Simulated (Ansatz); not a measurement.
The reference is Rh in the fcc (Cu type) structure (space group Fm-3m, No. 225; a = 3.7816 Å; relaxed with 0.1 eV smearing). Axes: x, y, z lie along the cube axes.

The values are results of PBEsol/PAW in Ansatz (a quantum-chemistry and plane-wave program), no SOC, not measurements.

For the base:

* **Volume per atom**: 13.52 Å³
* **Pressure**: 0.0 GPa

It is then changed as follows: biaxial strain −1.25 %, plane normal [111], relaxed out of plane (Cartesian); in-plane vectors clamped, the third vector and the atoms free.

### Question
What happens to the volume per atom and pressure?

### Answer
The volume per atom falls by 0.25 Å³ to 13.27 Å³; the pressure (mean of the normal stresses, compression positive) goes from zero to 5.8 GPa.

No phonon test of stability was made. All final runs are without spin polarisation.
